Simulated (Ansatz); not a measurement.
**A self-consistent single point of LaAl2 (Fd-3m, 6 atoms in the cell) with Ansatz (a quantum-chemistry and plane-wave program)**

Computed with LDA (PW92), default PAW files made with PBE (plane waves; Ansatz).

This input was run:

Ansatz 0.2 input:
```yaml
# LaAl2
crystal:
  lattice:
    - [0.00000000, 4.04414300, 4.04414300]
    - [4.04414300, 0.00000000, 4.04414300]
    - [4.04414300, 4.04414300, 0.00000000]
  atoms:
    - { symbol: La, position_ang: [0.00000000, 0.00000000, 0.00000000] }
    - { symbol: La, position_ang: [2.02207150, 2.02207150, 2.02207150] }
    - { symbol: Al, position_ang: [5.05517875, 5.05517875, 5.05517875] }
    - { symbol: Al, position_ang: [5.05517875, 3.03310725, 3.03310725] }
    - { symbol: Al, position_ang: [3.03310725, 3.03310725, 5.05517875] }
    - { symbol: Al, position_ang: [3.03310725, 5.05517875, 3.03310725] }
basis:
  ecutwfc: 30.9 Ry
kpoints:
  mp_grid: { grid: [7, 7, 7] }
hamiltonian:
  xc: lda
  pseudopotentials: { kind: paw }
scf:
  occupations: { method: fermi_dirac, width: 0.0073 Ry }
output:
  forces: true
  eigenvalues: true
  stress: true
```

The program printed (abridged):

```
WARN ansatz: RAYON_NUM_THREADS=1 ignored (pool sized by the plan → 1); use --threads N
Pseudopotentials: kind: paw
Pseudopotential: La, paw, valence charge 11
Pseudopotential: Al, paw, valence charge 3
Crystal: 6 atoms, lattice volume = 132.285 Å³
Basis set: ecut = 420.4159175005146 eV, 2637 PW (Γ)
Bands: 23, of which v1, the nominal top of the filled ones, is band 17 counted from 1 (16 counted from 0)
Symmetry: 48 space group operations
Space group: Fd-3m (ITA 227), of the structure as read, at distance tolerance 5.1e-5 Å
k-points: 20 of 343
PAW frozen core: La, regenerated for the run's functional, and the local potential with it
PAW frozen core: Al, regenerated for the run's functional, and the local potential with it
Initial density: superposition of atomic densities (neutral atoms: chi_scale 0, normalization atom), corrected by the library's trained network
Initial wavefunctions: pseudopotential atomic-orbital guess
Eigensolver: davidson
Functional: x = slater, c = lda
SCF iter   1: F=—  HF=-14206.827266 eV  |F-HF|=—  |Δ(HF+E_count)|=         —  Δρ=4.11e-3  dr2=1.59e-2  ethr=1.77e-3  ⟨swp⟩=6.7  Hψ=2517  notcnv=0  defer=2
all-band conjugate gradients solve this SCF's bands
preconditioner: auto → Kerker (q_TF=auto, 2.175 Å⁻¹)
SCF iter   2: F=—  HF=-14206.822747 eV  |F-HF|=—  |Δ(HF+E_count)|=   4.52e-3  Δρ=2.22e-3  dr2=5.02e-3  ethr=4.69e-5  ⟨swp⟩=3.0  Hψ=1154  notcnv=0
SCF iter   3: F=—  HF=-14206.821800 eV  |F-HF|=—  |Δ(HF+E_count)|=   9.47e-4  Δρ=4.93e-4  dr2=3.84e-4  ethr=1.48e-5  ⟨swp⟩=2.6  Hψ=760  notcnv=0
SCF iter   4: F=—  HF=-14206.821705 eV  |F-HF|=—  |Δ(HF+E_count)|=   9.57e-5  Δρ=1.16e-4  dr2=2.46e-5  ethr=1.13e-6  ⟨swp⟩=1.4  Hψ=493  notcnv=0
SCF iter   5: F=—  HF=-14206.821698 eV  |F-HF|=—  |Δ(HF+E_count)|=   6.53e-6  Δρ=1.10e-5  dr2=3.36e-7  ethr=7.24e-8  ⟨swp⟩=2.2  Hψ=787  notcnv=0
SCF iter   6: F=-14206.821698 eV  HF=-14206.821698 eV  |F-HF|=5.25e-9  |Δ(HF+E_count)|=   4.76e-8  Δρ=2.33e-6  dr2=1.02e-8  ethr=2.94e-10  ⟨swp⟩=9.2  Hψ=2427  notcnv=0
SCF 1 converged in 6 iterations: F = -14206.821698 eV  dr2 = 1.02e-8
SCF converged after 6 iterations
Free energy (F): -14206.821698 eV
Harris-Foulkes:  -14206.821698 eV  (|F-HF|=5.25e-9)
Internal energy: -14206.695857 eV  (E = F + TS)
E sigma→0 (E₀):  -14206.758778 eV
Entropy (-TS):   -0.125841 eV (-20.973 meV/atom)
Fermi energy:    9.846686 eV
--- Per-component energies (eV) ---
  E_band       = -46.035392
  E_kinetic    = 477.689499
  E_local      = -750.106329  (includes V_loc(G=0)·N_el)
  E_nonlocal   = 242.527311
  E_hartree    = 273.423743
  E_xc         = -434.745913
  E_vxc        = -412.967705  (∫ρ·V_xc dr)
  E_paw        = -12261.094875  (= ΣΔE_a)
  E_vpaw       = -150.024410  (= ΣTr[D̂ρ^β])
  E_aug_tail   = -0.000017  (compensation charges beyond the density's cutoff)
  E_ewald      = -1755.257576
  E_core_change = 0.868299  (= ΣΔE_core)
  E_smearing   = -0.125841  (= −TS)
  E_closure    = -0.000000  (closes the sum)
  Σ components = -14206.821698   (vs F -14206.821698, Δ=0.00e0)
--- Forces (eV/Å), atoms counted from 1 ---
  atom   1  La    -0.00000000    -0.00000000     0.00000000
   [... zero for the other atoms too ...]
  max |Σ_I F_I| component: 6.94e-18 eV/Å
--- Stress (GPa, compression-positive) ---
       -2.421894       0.000000       0.000000
       -0.000000      -2.421894       0.000000
       -0.000000      -0.000000      -2.421894
  P = ⅓ Tr σ = -2.4219 GPa (-24.219 kbar)
  The stress holds the Pulay correction. Without it, at fixed plane waves, as pw.x and ABINIT print it: P = -2.4571 GPa
--- Band table (eV; the first three rows and the last of 20) ---
  k-point 0: bands = ["-22.7720", "-22.4877", "-6.7411", "-6.7411", "-6.7411", "-6.1212", "-6.1212", "-6.1212", "1.2884", "6.3645", "6.8783", "6.8783", "6.8783", "7.4575", "7.4575", "7.9042", "7.9042", "7.9042", "11.0177", "11.6310", "11.6310", [...]
  k-point 1: bands = ["-22.7618", "-22.4983", "-6.7618", "-6.7618", "-6.7545", "-6.1198", "-6.0988", "-6.0988", "1.4614", "5.5503", "6.4997", "6.4997", "7.2786", "7.8866", "7.8866", "8.1307", "8.1307", "8.1697", "11.2849", "11.4717", "11.4717", [...]
  k-point 2: bands = ["-22.7350", "-22.5259", "-6.8038", "-6.8038", "-6.7915", "-6.1065", "-6.0533", "-6.0533", "1.9196", "4.5853", "6.1430", "6.1430", "7.0138", "8.0566", "8.0566", "9.0418", "9.0418", "9.4874", "11.0374", "11.2079", "11.2079", [...]
  k-point 19: bands = ["-22.6508", "-22.6115", "-6.9729", "-6.9253", "-6.5248", "-6.3692", "-5.9341", "-5.9055", "2.9665", "3.3088", "5.7006", "6.0583", "7.9425", "8.2360", "8.7761", "8.9302", "9.8654", "10.1992", "10.6142", "10.6336", "10.8997", [...]
```

The run converged in 6 iterations.

The starting cell comes from a database of computed structures (which also holds hypothetical and non-ambient phases and stackings), without a prior relaxation at this level. Its lattice was rescaled by up to half a per cent. Ansatz's pressure includes its estimate of the finite-basis (Pulay) stress.
